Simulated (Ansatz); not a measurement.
Start from Sn in the diamond structure (space group Fd-3m, No. 227; a = 6.540 Å; relaxed with 0.1 eV smearing). Axes: x, y, z lie along the cube axes.

Computed with PBEsol, PAW, 420 eV (Ansatz, a first-principles code; without spin-orbit coupling).

Before the change:

* **Shortest interatomic distance**: 283.2 pm

Modification: biaxial strain −2.00 %, plane normal [001], relaxed out of plane (Cartesian); in-plane vectors clamped, the third vector and the atoms free.

### Question
Predict the new shortest interatomic distance.

### Answer
The shortest interatomic distance falls by 1.8 pm, from 283.2 pm to 281.4 pm.

### Question
What does the calculation give for the energy relative to the base after the change?

### Answer
The energy goes up by 5.6 meV/atom.

### Question
Estimate the effect on the out-of-plane strain.

### Answer
The out-of-plane strain comes out as +2.04 %.

### Question
How does this affect the in-plane stress?

### Answer
The mean in-plane stress (compression positive) amounts to +1.3 GPa.

Whether these cells are dynamically stable was not tested.
